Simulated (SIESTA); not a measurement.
Input and output of a self-consistent single point for ZrC (Fm-3m, 2 atoms in the cell) (SIESTA).

Computed with GGA PBEsol, numerical atomic orbitals DZP, PseudoDojo PBEsol standard norm-conserving potentials (rewritten from UPF to PSML) (SIESTA).

```yaml
crystal:
  lattice:
    - [0.00000, 2.30888, 2.30888]
    - [2.30888, 0.00000, 2.30888]
    - [2.30888, 2.30888, 0.00000]
  atoms:
    - { symbol: Zr, position: [0.00000, 0.00000, 0.00000] }
    - { symbol: C, position: [0.50000, 0.50000, 0.50000] }
```

Reference input (self-consistent single point, DFT, GGA PBE, numerical atomic orbitals DZP, PseudoDojo PBE standard norm-conserving potentials (rewritten from UPF to PSML)): XC.functional = GGA; XC.authors = PBE; potentials = PseudoDojo PBE standard; PAO.BasisSize = DZP; PAO.EnergyShift = 0.01 Ry; MeshCutoff = 350 Ry; kgrid.MonkhorstPack = 10 10 10; OccupationFunction = MP; OccupationMPOrder = 0; ElectronicTemperature = 0.2 eV; MaxSCFIterations = 150; SCF.Mixer.Method = Broyden. This run's input differs from it in these lines:

```diff
@@ -1,2 +1,2 @@
-# files in the folder: Zr.psml C.psml (PseudoDojo PBE standard)
+# files in the folder: Zr.psml C.psml (PseudoDojo PBEsol standard)
 SystemName  ZrC
@@ -23,3 +23,3 @@
 XC.functional                GGA
-XC.authors                   PBE
+XC.authors                   PBEsol
 PAO.BasisSize                DZP
```

Output (repeated stretches shortened):

```
        iscf     Eharris(eV)        E_KS(eV)     FreeEng(eV)     dDmax    Ef(eV) dHmax(eV)
   scf:    1    -1519.818777    -1537.340414    -1537.343422  1.693456 -7.240073  7.316918
   scf:    2    -1541.405411    -1539.537099    -1539.540544  0.058563 -6.860455  4.668297
   scf:    3    -1541.660605    -1541.217391    -1541.223836  0.136409 -6.294434  0.753178
   scf:    4    -1541.243152    -1541.231351    -1541.237667  0.022808 -6.373668  0.494134
   scf:    5    -1541.242566    -1541.237972    -1541.244240  0.032473 -6.448363  0.005192
   [... 5 lines left out ...]
   scf:   11    -1541.237963    -1541.237964    -1541.244250  0.000188 -6.448803  0.000191
   scf:   12    -1541.237963    -1541.237963    -1541.244250  0.000070 -6.448813  0.000081
   scf:   13    -1541.237963    -1541.237963    -1541.244250  0.000026 -6.448816  0.000047
   scf:   14    -1541.237963    -1541.237963    -1541.244250  0.000009 -6.448817  0.000039
SCF Convergence by DM+H criterion
max |DM_out - DM_in|         :     0.0000086987
max |H_out - H_in|      (eV) :     0.0000391555
SCF cycle converged after 14 iterations

Using DM_out to compute the final energy and forces

siesta: E_KS(eV) =            -1541.2380

siesta: E_KS - E_eggbox =     -1541.2380

siesta: Atomic forces (eV/Ang):
     1   -0.000000    0.000000   -0.000000
     2   -0.000000   -0.000000    0.000000
   Tot   -0.000000    0.000000   -0.000000
   Max    0.000000
   Res    0.000000    sqrt( Sum f_i^2 / 3N )
   Max    0.000000    constrained

Stress tensor Voigt[x,y,z,yz,xz,xy] (kbar):      -84.54      -84.54      -84.54       -0.01       -0.01       -0.01
(Free)E + p*V (eV/cell)    -1539.9453
Target enthalpy (eV/cell)    -1541.2442

siesta: Program's energy decomposition (eV):
siesta: FreeEng =     -1541.244250

   [... lines left out ...]
siesta:    -0.052767   -0.000005   -0.000005
siesta:    -0.000005   -0.052767   -0.000005
siesta:    -0.000005   -0.000005   -0.052767

siesta: Cell volume =         24.616781 Ang**3

siesta: Pressure (static):
siesta:                Solid            Molecule  Units
siesta:           0.00057471          0.00057471  Ry/Bohr**3
siesta:           0.05276711          0.05276711  eV/Ang**3
siesta:          84.54223340         84.54223340  kBar
```

The run converged in 14 iterations. Against the reference run the pressure goes from 14.52 to 8.45 GPa.

The starting cell has typed, rounded lattice constants, without a prior relaxation at this level. Its lattice was rescaled by a random factor within 2.5 % of one. Values carry the incompleteness of an atom-centred basis. With a pressure of about 8 GPa the cell is away from its equilibrium volume at this level.
